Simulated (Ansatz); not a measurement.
## What biaxial strain +1.78 %, plane normal [001], relaxed out of plane does to TiO2

The parent structure is TiO₂ in the rutile structure (space group P4_2/mnm, No. 136; a = 4.643 Å, c = 2.964 Å). Axes: x, y, z lie along a, b, c of the conventional cell.

The change: biaxial strain +1.78 %, plane normal [001], relaxed out of plane (Cartesian); in-plane vectors clamped, the third vector and the atoms free.

Level of theory: PBE (Ansatz, an electronic-structure program), no spin-orbit coupling. k-mesh 7×7×11 (Γ-centred); smearing 0.05 eV (Fermi–Dirac).

| quantity | base | changed | shift |
|---|---|---|---|
| volume per atom | 10.65 Å³ | 10.92 Å³ | +0.27 Å³ |
| space group | P4_2/mnm (No. 136) | P4_2/mnm (No. 136) | – |
| pressure (mean of the normal stresses, compression positive) | 0.0 kbar | -36.4 kbar | -36.48 kbar |
| band gap | 1.86 eV | 1.92 eV | +0.06 eV |
| gap character | direct at Γ | direct at Γ | – |
| width of the top valence band | 1.56 eV | 1.45 eV | -0.11 eV |
| electron mass | 0.58 mₑ along c, 1.2 mₑ across (at Γ) | 0.57 mₑ out of plane, 1.1 mₑ in plane (at Γ) | – |
| valence-band top at Γ (three highest levels, from the VBM) | 0.00, -0.43, -0.43 eV | 0.00, -0.35, -0.35 eV | – |
| out-of-plane strain | – | -1.02 % | – |
| ratio −ε⊥/ε∥ | – | 0.57 | – |
| mean in-plane stress (compression positive) | – | -5.5 GPa | – |

Final structure (turned so that z lies along the plane normal):

```
TiO2
1.0
    4.72606     0.00000     0.00000
    0.00000     4.72606     0.00000
    0.00000     0.00000     2.93370
Ti O
2 4
Direct
  0.00000   0.00000   0.00000
  0.50000   0.50000   0.50000
  0.30647   0.30647   0.00000
  0.80647   0.19353   0.50000
  0.19353   0.80647   0.50000
  0.69353   0.69353   0.00000
```

Masses are band curvatures over ±0.01 Å⁻¹ around the edge. Stability against distortions was not tested. All final runs are without spin polarisation.
